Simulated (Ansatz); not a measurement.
Br on the 1x1 (0001) surface of hcp Ru, one in a 1x1 cell, energies for each (6.4 Å²). Energies are against ½ Br2(g), without zero-point or thermal terms; each row is named by its start.

Calculation: PBE (plane waves to 420 eV, PAW; Ansatz, a program for electronic structure).

Slab: 5 atoms, 6.3 Å thick at the start under the adsorbate (thin: gaps and levels are the slab's own); k 12x12x1, smearing 0.1 eV, dipole-corrected; 2 atoms held, the rest relaxed; each run with such symmetry as its start has; no spin, no spin-orbit, no U, no dispersion correction.

A negative adsorption energy means that the adsorbate is more stable on the surface than in its reference. Starts that drift may end in the same place. Heights count from the host atoms within 0.3 Å of the top one.

| starting site | E_ads (eV) | height (Å) | nearest host atom (Å) | bonded to | Δ work function (eV) | lateral drift (Å) |
|---|---|---|---|---|---|---|
| top Ru | ? | 2.49 | Ru 2.49 | Ru | ? | 0.0 |
| hollow Ru-Ru-Ru | 0.56 | 2.42 | Ru 2.89 | 3 Ru | -0.98 | 0.0 |
| hollow Ru-Ru-Ru over Ru at depth 2.1 Å | 0.59 | 2.41 | Ru 2.88 | 3 Ru | -0.93 | 0.0 |
| bridge Ru-Ru (span 2.7 Å) | 0.56 | 2.43 | Ru 2.86 | 3 Ru | -0.98 | 0.7 |

Some entries are withheld; supply them.


- top Ru, E_ads (eV): 0.14
- top Ru, Δ work function (eV): -1.16
